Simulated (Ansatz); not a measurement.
Start from a 24-atom supercell of ZnCu2SnS4 (space group I-4, No. 82; a = 5.374 Å, c = 10.754 Å) at its relaxed geometry.

The values are results of PBEsol/PAW in Ansatz (an electronic-structure program), spin-orbit coupling left out, not measurements.

One neutral defect a cell, atoms relaxed at fixed cell.

One change was made to it. Results:

The pressure goes from zero to 2.4 GPa; the gap of the supercell rises by 0.06 eV (0.11 eV → 0.17 eV); the largest displacement of a host atom from its site in the perfect cell comes out as 0.55 Å; the total moment of the cell amounts to 0.0 μB.

**Question.** Name the change that was made.
A) Sn on a Cu site (antisite), symmetric start
B) Sn on a S site (antisite)
C) Pd on a Sn site

**Answer.** B, Sn on a S site (antisite). For comparison, the gap of the supercell in the other runs: Sn on a Cu site (antisite), symmetric start gives zero; Pd on a Sn site gives zero.

The magnetic state is the one reached from the starting moments; the real material's order can differ, and small cells can't hold many antiferromagnetic ones. In so small a cell the defect repeats every few ångströms: this is an ordered compound, not a dilute defect. The mesh was chosen for an insulator and is coarse for the gapless case. Defects with a symmetric start kept the site's symmetry and may sit on a saddle; the others started slightly shaken. Starting moments died away, wholly or in part, for Sn on a S site (antisite) and Sn on a Cu site (antisite); another magnetic solution may exist. Spin-polarised in the final run: Sn on a S site (antisite), Sn on a Cu site (antisite) and Pd on a Sn site; the other runs are not. A zero or small gap of ZnCu2SnS4 can be the functional's error rather than a property of the material.
